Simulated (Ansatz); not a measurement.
# Relaxation of the atoms of the (100) slab of Cr (cut from a parent of space group no. 229; 6 atoms in the cell) at several settings

```
CELL_PARAMETERS angstrom
      2.90390     0.00000     0.00000
      0.00000     2.90390     0.00000
      0.00000     0.00000    19.20000
ATOMIC_POSITIONS crystal
  Cr 0.00000 0.00000 0.38750
  Cr 0.50000 0.50000 0.31250
  Cr 0.00000 0.00000 0.53750
  Cr 0.50000 0.50000 0.46250
  Cr 0.00000 0.00000 0.68750
  Cr 0.50000 0.50000 0.61250
```
Moments meant for the start (each program seeds them in its own way; μB, in the order of the atoms Cr Cr Cr Cr Cr Cr): 3.0 3.0 3.0 3.0 3.0 3.0.

Base: PBEsol, PAW files made with PBE run with Ansatz (a quantum-chemistry and plane-wave program). Its settings: basis.ecutwfc = 420 eV; kpoints.mp_grid.grid = 7 7 1; hamiltonian.xc = pbesol; hamiltonian.pseudopotentials = {kind: paw} (the program's default PAW files); magnetization.spin_polarized = true; scf.occupations.method = gaussian; scf.occupations.width = 0.05 eV; efield.axis = 3; efield.dipole_correction = true.

Each line gives the change from the base single point and the result:

- atoms moved at random; relax: default → atoms; relax.f_tol: default → 0.005 eV/Å: largest force (vector length) 0.001 eV/Å; relaxation steps 5; free energy against the base single point -39.1 meV/atom.
- atoms moved at random; relax: default → atoms; relax.f_tol: default → 0.1 eV/Å: largest force (vector length) 0.009 eV/Å; relaxation steps 4; free energy against the base single point -39.1 meV/atom.
- relax: default → atoms: largest force (vector length) 0.003 eV/Å; relaxation steps 6; free energy against the base single point -39.1 meV/atom.

The starting cell was generated: these elements placed on a structure prototype, without a prior relaxation; it need not be a known phase or ordering of this composition. The slab is cut from that crystal, and its faces are unrelaxed. Its lattice was rescaled in the plane by a random factor within 2.5 % of one. The magnetic order is the one reached from the typed start; others were not searched systematically. The program warned that a starting moment was not kept. The program warned that, by what it read of turns of the moments, another magnetic order lies lower.

These are the values that this program gave, and no reference: magnetic slabs can end in a higher state.

Keys are those of Ansatz 0.2.
